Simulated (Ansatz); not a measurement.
**A computed series for ZnS: response to strain**

Take ZnS in the zinc blende structure (space group F-43m, No. 216; a = 5.443 Å) as the base.

Strains are applied to the cell and any free atomic positions relax.

The values are results of DFT with PBE, PAW potentials and a 420 eV plane-wave cutoff in Ansatz (a quantum-chemistry and plane-wave program), spin-orbit coupling left out, not measurements.

Notes on the quantities. hole mass: degenerate bands, along [100].

| variant | band gap | volume per atom | hole mass | electron mass |
|---|---|---|---|---|
| base | 2.02 eV | 20.16 Å³ | 0.18, 0.72, 0.72 mₑ (at Γ) | 0.17 mₑ (at Γ) |
| isotropic strain −2.50 % | 2.35 eV | 18.69 Å³ | 0.20, 0.65, 0.65 mₑ (at Γ) | 0.18 mₑ (at Γ) |
| isotropic strain −2.00 % | 2.28 eV | 18.98 Å³ | 0.20, 0.66, 0.66 mₑ (at Γ) | 0.18 mₑ (at Γ) |
| isotropic strain −1.50 % | 2.21 eV | 19.27 Å³ | 0.19, 0.68, 0.68 mₑ (at Γ) | 0.18 mₑ (at Γ) |
| isotropic strain −1.00 % | 2.15 eV | 19.56 Å³ | 0.19, 0.69, 0.69 mₑ (at Γ) | 0.17 mₑ (at Γ) |
| isotropic strain +0.50 % | 1.95 eV | 20.47 Å³ | 0.18, 0.73, 0.73 mₑ (at Γ) | 0.16 mₑ (at Γ) |
| isotropic strain +1.00 % | 1.89 eV | 20.77 Å³ | 0.17, 0.75, 0.75 mₑ (at Γ) | 0.16 mₑ (at Γ) |
| isotropic strain +2.00 % | 1.76 eV | 21.40 Å³ | 0.17, 0.78, 0.78 mₑ (at Γ) | 0.16 mₑ (at Γ) |
| isotropic strain +2.50 % | 1.70 eV | 21.71 Å³ | 0.16, 0.79, 0.79 mₑ (at Γ) | 0.15 mₑ (at Γ) |
| isotropic strain +3.00 % | 1.64 eV | 22.03 Å³ | 0.16, 0.81, 0.81 mₑ (at Γ) | 0.15 mₑ (at Γ) |

Masses are band curvatures over ±0.01 Å⁻¹ around the edge. No phonon test of stability was made.
